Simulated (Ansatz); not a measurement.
An Ansatz (a quantum-chemistry and plane-wave program) run: TiB2 with a change (B on a Ti site (antisite)); plane-wave PAW DFT at the PBEsol level (Ansatz, 420 eV), no SOC, earlier PAW set.

Input:

Ansatz 0.2 input:
```yaml
crystal:
  lattice:
    - [6.0345673422, -0.0000000001, -3.1849485014]
    - [-3.0172836711, 5.2260886192, -3.1849485014]
    - [0, 0, 6.3698970028]
  atoms:
    - { symbol: B, position: [-0.0032778427, -0.0093842938, -0.0079885952] }
    - { symbol: Ti, position: [0.0038716467, 0.0002899645, 0.5027335091] }
    - { symbol: Ti, position: [0.0036653593, 0.4994520202, 0.2474456964] }
    - { symbol: Ti, position: [0.0033764492, 0.5082045315, 0.7604079306] }
    - { symbol: Ti, position: [0.4937473488, -0.0029932919, 0.2458904018] }
    - { symbol: Ti, position: [0.5030531899, 0.0003247636, 0.7474511099] }
    - { symbol: Ti, position: [0.5065650111, 0.5056962124, 0.0067595703] }
    - { symbol: Ti, position: [0.496769931, 0.4952342875, 0.4957769331] }
    - { symbol: B, position: [0.1652442349, 0.3333217064, 0.5009862505] }
    - { symbol: B, position: [0.1663578713, 0.3329891399, 0.003110105] }
    - { symbol: B, position: [0.1649271228, 0.831653787, 0.749982145] }
    - { symbol: B, position: [0.1669024465, 0.8259453377, 0.2511203809] }
    - { symbol: B, position: [0.661994978, 0.3321568031, 0.7502928355] }
    - { symbol: B, position: [0.6680331425, 0.3360051336, 0.2569035318] }
    - { symbol: B, position: [0.6669976264, 0.8312624431, 0.5004093145] }
    - { symbol: B, position: [0.6623081889, 0.8329893669, -0.0014532077] }
    - { symbol: B, position: [0.3267647063, 0.1606900631, 0.4913811385] }
    - { symbol: B, position: [0.3365923587, 0.1743214798, 1.0038375534] }
    - { symbol: B, position: [0.3307291868, 0.6645181416, 0.7428749199] }
    - { symbol: B, position: [0.3367521454, 0.668342042, 0.2550612567] }
    - { symbol: B, position: [0.8293487849, 0.1635142259, 0.7409939593] }
    - { symbol: B, position: [0.8316506143, 0.1699152951, 0.2577978866] }
    - { symbol: B, position: [0.8389286697, 0.6696459262, 0.5025511624] }
    - { symbol: B, position: [0.8349505249, 0.6641736072, -0.0028052181] }
basis: { ecutwfc: 420, ecutrho_ratio: 4, xc_grid: 2, fft_grid_basis: typed }
kpoints: { mp_grid: { grid: [6, 6, 6] } }
hamiltonian:
  xc: pbesol
  dispersion: none
  pseudopotentials: { azcp: { folder: ./paw }, kind: paw }
scf: { occupations: { method: fermi_dirac, width: 0.05 }, convergence: { dr2_threshold: 0.0000000024 } }
relax: { f_tol: 0.02, max_steps: 45 }
output: { forces: true, stress: true }
checkpoint: { write: state.ck, write_every: 1000 }
```

Output (explanatory and most iteration lines left out):

```
Relaxation: its limit of steps is 45 (relax.max_steps)
Pseudopotential: B, paw, valence charge 3
Pseudopotential: Ti, paw, valence charge 12
Crystal: 24 atoms, lattice volume = 200.889 Å³
Basis set: ecut = 420 eV, 3965 PW (Γ), exchange–correlation on 96×96×90 points (8 copies of the dense FFT grid, shifted against one another)
Bands: 92, of which v1, the nominal top of the filled ones, is band 68 counted from 1 (67 counted from 0)
Symmetry: 1 space group operations
Space group: P1 (ITA 1), of the structure as read, at distance tolerance 5.9e-5 Å
k-points: 112 of 216 (time reversal used)
Functional: x = pbesol(κ = 0.804, μ = 0.12345679012345678), c = pbesol(β = 0.046)
SCF iter   1: F=—  HF=-19941.569550 eV  |F-HF|=—  |Δ(HF+E_count)|=         —  Δρ=1.04e-1  dr2=4.03e1  ethr=3.10e-3  ⟨swp⟩=5.1  Hψ=35386  notcnv=0  defer=337
SCF iter   2: F=—  HF=-19933.910506 eV  |F-HF|=—  |Δ(HF+E_count)|=    7.66e0  Δρ=5.40e-2  dr2=1.27e1  ethr=3.10e-3  ⟨swp⟩=3.0  Hψ=18436  notcnv=0  defer=1620
SCF 1 converged in 10 iterations: F = -19930.553488 eV  dr2 = 1.62e-10
relax step   1: F+E_penalty+E_count = -19930.55348821 eV  Δ(F+E_penalty+E_count) = +0.000e0 eV  max|allowed force component| = 9.328e-1 eV/Å  Δτ_max = 0.0000 Å  (10 SCF iters, accepted)
Crystal: 24 atoms, lattice volume = 200.889 Å³
SCF iter   1: F=—  HF=-19930.801096 eV  |F-HF|=—  |Δ(HF+E_count)|=         —  Δρ=5.38e-3  dr2=1.49e-1  ethr=1.14e-4  ⟨swp⟩=1.4  Hψ=28437  notcnv=0  defer=1560
SCF iter   2: F=—  HF=-19930.780275 eV  |F-HF|=—  |Δ(HF+E_count)|=   2.08e-2  Δρ=3.16e-3  dr2=6.16e-2  ethr=1.10e-4  ⟨swp⟩=1.0  Hψ=8735  notcnv=0  defer=1560
SCF 2 converged in 8 iterations: F = -19930.765860 eV  dr2 = 1.22e-10
relax step   2: F+E_penalty+E_count = -19930.76586031 eV  Δ(F+E_penalty+E_count) = -2.124e-1 eV  max|allowed force component| = 7.708e-1 eV/Å  Δτ_max = 0.0517 Å  (8 SCF iters, accepted)
Crystal: 24 atoms, lattice volume = 200.889 Å³
SCF iter   1: F=—  HF=-19931.145415 eV  |F-HF|=—  |Δ(HF+E_count)|=         —  Δρ=5.55e-3  dr2=1.42e-1  ethr=9.78e-5  ⟨swp⟩=1.1  Hψ=33451  notcnv=0  defer=1566
SCF iter   2: F=—  HF=-19931.127041 eV  |F-HF|=—  |Δ(HF+E_count)|=   1.84e-2  Δρ=3.19e-3  dr2=5.17e-2  ethr=9.78e-5  ⟨swp⟩=1.0  Hψ=8736  notcnv=0  defer=1566
SCF 3 converged in 8 iterations: F = -19931.115645 eV  dr2 = 1.16e-10
relax step   3: F+E_penalty+E_count = -19931.11564494 eV  Δ(F+E_penalty+E_count) = -3.498e-1 eV  max|allowed force component| = 2.140e0 eV/Å  Δτ_max = 0.2000 Å  (8 SCF iters, accepted)
Crystal: 24 atoms, lattice volume = 200.889 Å³
SCF iter   1: F=—  HF=-19931.681014 eV  |F-HF|=—  |Δ(HF+E_count)|=         —  Δρ=4.94e-3  dr2=1.08e-1  ethr=8.93e-4  ⟨swp⟩=3.5  Hψ=21308  notcnv=0  defer=1518
SCF iter   2: F=—  HF=-19931.666787 eV  |F-HF|=—  |Δ(HF+E_count)|=   1.42e-2  Δρ=2.96e-3  dr2=4.19e-2  ethr=8.00e-5  ⟨swp⟩=1.1  Hψ=11881  notcnv=0  defer=1538
SCF 4 converged in 8 iterations: F = -19931.658350 eV  dr2 = 1.55e-9
relax step   4: F+E_penalty+E_count = -19931.65835011 eV  Δ(F+E_penalty+E_count) = -5.427e-1 eV  max|allowed force component| = 2.799e0 eV/Å  Δτ_max = 0.1933 Å  (8 SCF iters, accepted)
Crystal: 24 atoms, lattice volume = 200.889 Å³
SCF iter   1: F=—  HF=-19932.305769 eV  |F-HF|=—  |Δ(HF+E_count)|=         —  Δρ=6.55e-3  dr2=1.98e-1  ethr=8.30e-4  ⟨swp⟩=3.8  Hψ=21390  notcnv=0  defer=1488
SCF iter   2: F=—  HF=-19932.280521 eV  |F-HF|=—  |Δ(HF+E_count)|=   2.52e-2  Δρ=3.94e-3  dr2=7.93e-2  ethr=1.47e-4  ⟨swp⟩=1.5  Hψ=11960  notcnv=0  defer=1524
SCF 5 converged in 8 iterations: F = -19932.264419 eV  dr2 = 1.88e-9
relax step   5: F+E_penalty+E_count = -19932.26441875 eV  Δ(F+E_penalty+E_count) = -6.061e-1 eV  max|allowed force component| = 2.317e0 eV/Å  Δτ_max = 0.1958 Å  (8 SCF iters, accepted)
Crystal: 24 atoms, lattice volume = 200.889 Å³
[...]
  atom  21  B     -0.00324724     0.00257858    -0.00251748
  atom  22  B     -0.00326333     0.00279427     0.00239162
  atom  23  B      0.00560614     0.00137262     0.00229182
  atom  24  B      0.00520739     0.00139740    -0.00199680
--- Stress (GPa, compression-positive) ---
       -2.132556      -3.771303      -0.000049
       -3.771303       1.910253       0.000364
       -0.000049       0.000364      -2.798978
  P = ⅓ Tr σ = -1.0071 GPa (-10.071 kbar)
--- Relaxed structure (9 steps of the walk, 9 accepted, 0 SCFs on fresh bases) ---
  atoms:
    - { symbol: B, position: [0.00033195993965058623, -0.16690033687327244, -0.0829036345086885] }
    - { symbol: Ti, position: [-0.0006337975538941226, 0.011689497945665548, 0.5059132642714738] }
    - { symbol: Ti, position: [-0.00016774776312772355, 0.5083294698003086, 0.2544669669460063] }
    - { symbol: Ti, position: [0.00020311121578953095, 0.48602560710160125, 0.7435026548962127] }
    - { symbol: Ti, position: [0.49595542374039003, 0.006546714272618482, 0.25163819509812535] }
    - { symbol: Ti, position: [0.49918532767748264, 0.011170153707042892, 0.7555663689211305] }
    - { symbol: Ti, position: [0.4999456706032823, 0.5090597570965105, 0.004887240747338817] }
    - { symbol: Ti, position: [0.5039457140853236, 0.5127528811196782, 0.5087340336902404] }
    - { symbol: B, position: [0.16638312639381053, 0.3378706989378191, 0.4961074520375579] }
    - { symbol: B, position: [0.16638967032146465, 0.33787455823077656, 0.008923082804728727] }
    - { symbol: B, position: [0.16546835899117718, 0.8410980913612304, 0.7606326282294047] }
    - { symbol: B, position: [0.16547136600853168, 0.8411058518005478, 0.24670944846167225] }
    - { symbol: B, position: [0.6661622359611377, 0.33790894489050044, 0.7514974468591589] }
    - { symbol: B, position: [0.6661592265305558, 0.3379089736784214, 0.2533423695732704] }
    - { symbol: B, position: [0.6680185479660625, 0.8440778604328149, 0.5089637743508237] }
    - { symbol: B, position: [0.6680199655734914, 0.8440790473086179, 0.003909228587908542] }
    - { symbol: B, position: [0.33144279227525253, 0.17546365825684818, 0.5004772595928044] }
    - { symbol: B, position: [0.3314370780915641, 0.17546015852159663, 1.0071976485103664] }
    - { symbol: B, position: [0.333532908215388, 0.6713967589167309, 0.7516748069054043] }
    - { symbol: B, position: [0.33353412105512936, 0.6713973579989815, 0.25402969437403683] }
    - { symbol: B, position: [0.833421329631371, 0.17133000907956897, 0.7585843687517425] }
    - { symbol: B, position: [0.8334185245944219, 0.17132875737853362, 0.24694040611716] }
    - { symbol: B, position: [0.8343117724686404, 0.6756457172277429, 0.5124636660877154] }
    - { symbol: B, position: [0.8343170095771043, 0.6756485044091162, -0.0017378011055942943] }
```

In so small a cell the defect repeats every few ångströms: this is an ordered compound, not a dilute defect. The final runs are not spin-polarised. The cell was made from TiB$_{2}$ (space group P6/mmm, No. 191) by this change: B on a Ti site (antisite). The defect cell is not spin-polarised.
